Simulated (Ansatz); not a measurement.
## Response to strain in CuI

Consider CuI in the zinc blende structure (space group F-43m, No. 216; a = 6.0228 Å).

Strains are applied to the cell and any free atomic positions relax.

Computed with r2SCAN (Ansatz, a program for electronic structure; PAW; 500 eV plane waves; scalar-relativistic without spin-orbit coupling).

Notes on the quantities. energy relative to the base: free energy F.

```
variant                   width of the top valence band  band gap  shortest interatomic distance  energy relative to the base
------------------------  -----------------------------  --------  -----------------------------  ---------------------------
base                                            1.56 eV   1.67 eV                     4.928 bohr                   0 meV/atom
isotropic strain +0.50 %                        1.51 eV   1.62 eV                     4.953 bohr                +0.8 meV/atom
isotropic strain +1.00 %                        1.46 eV   1.58 eV                     4.978 bohr                +3.2 meV/atom
isotropic strain +1.50 %                        1.41 eV   1.54 eV                     5.002 bohr                +7.1 meV/atom
isotropic strain +2.00 %                        1.36 eV   1.50 eV                     5.027 bohr                 +12 meV/atom
isotropic strain +2.50 %                        1.31 eV   1.46 eV                     5.052 bohr                 +19 meV/atom
isotropic strain +3.00 %                        1.27 eV   1.43 eV                     5.076 bohr                 +27 meV/atom
```

Spin-orbit coupling, missing from the scalar runs, can matter with I. No phonon test of stability was made. The final runs are not spin-polarised.
